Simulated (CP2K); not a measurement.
CP2K run on Pb (Fm-3m, 1 atom in the cell): self-consistent single point.

Method: PBE, GPW, DZVP-MOLOPT-SR-GTH basis, GTH-PBE potentials (GTH_POTENTIALS) run with CP2K.

```yaml
crystal:
  lattice:
    - [3.46849, 0.00000, 0.00000]
    - [1.73425, 3.00380, 0.00000]
    - [1.73425, 1.00127, 2.83201]
  atoms:
    - { symbol: Pb, position: [0.00000, 0.00000, 0.00000] }
```

Reference input (self-consistent single point, DFT PBE, GPW, DZVP-MOLOPT-SR-GTH basis, GTH-PBE potentials (GTH_POTENTIALS)): CUTOFF = 400 Ry; REL_CUTOFF = 50 Ry; SMEAR/METHOD = FERMI_DIRAC; ELECTRONIC_TEMPERATURE = 1160.45 K; KPOINTS/SCHEME = MONKHORST-PACK 13 13 13; XC_FUNCTIONAL = PBE; Pb/BASIS_SET = DZVP-MOLOPT-SR-GTH-q4; Pb/POTENTIAL = GTH-PBE-q4; METHOD = GPW; EPS_DEFAULT = 1e-10; NGRIDS = 5; SCF_GUESS = ATOMIC. This run's input differs from it in these lines:

```diff
@@ -35,3 +35,3 @@
         METHOD FERMI_DIRAC
-        ELECTRONIC_TEMPERATURE [K] 1160.45
+        ELECTRONIC_TEMPERATURE [K] 3481.36
       &END SMEAR
@@ -39,3 +39,3 @@
     &KPOINTS
-      SCHEME MONKHORST-PACK 13 13 13
+      SCHEME MONKHORST-PACK 15 15 15
     &END KPOINTS
```

Log, with long lists cut:

```
 SCF WAVEFUNCTION OPTIMIZATION

  Step     Update method      Time    Convergence         Total energy    Change
     1 NoMix/Diag. 0.20E+00      -     0.20928235        -3.6254845670 -3.63E+00
     2 Broy./Diag. 0.20E+00      -     0.00140616        -3.6099805009  1.55E-02
     3 Broy./Diag. 0.20E+00      -     0.00670647        -3.5786230575  3.14E-02
     4 Broy./Diag. 0.20E+00      -     0.00003111        -3.5774252036  1.20E-03
     5 Broy./Diag. 0.20E+00      -     0.00009335        -3.5768596495  5.66E-04
     6 Broy./Diag. 0.20E+00      -     0.00000025        -3.5768219685  3.77E-05
  *** SCF run converged in     6 steps ***

  Overlap energy of the core charge distribution:               0.00000000000090
  Self energy of the core charge distribution:                 -7.30933873422194
  Core Hamiltonian energy:                                      1.49545678405809
  Hartree energy:                                               3.25700317566321
  Exchange-correlation energy:                                 -1.01445973047662
  Electronic entropic energy:                                  -0.00548346403173
  Fermi energy:                                                 0.17431209446017

  Total energy:                                                -3.57682196854072
  Total energy (extrapolated to T->0):                         -3.57408023652486

   [... lines left out ...]

 STRESS| Analytical stress tensor [bar]
 STRESS|                        x                   y                   z
 STRESS|      x        4.38631123275E+04   3.44942724533E-03   2.43911930427E-03
 STRESS|      y        3.44942724533E-03   4.38630953859E+04   1.12201562020E-02
 STRESS|      z        2.43911930427E-03   1.12201562020E-02   4.38630688786E+04
 STRESS| 1/3 Trace                                             4.38630921974E+04
```

The run converged in 6 iterations. Against the reference run the free energy drops by 67.0 meV/atom and the pressure goes from 4.10 to 4.39 GPa.

The starting cell comes from a database of computed structures (which also holds hypothetical and non-ambient phases and stackings), without a prior relaxation at this level. Its lattice was rescaled by a random factor within 2.5 % of one. Values carry the incompleteness of an atom-centred basis. With a pressure of about 4 GPa the cell is away from its equilibrium volume at this level.
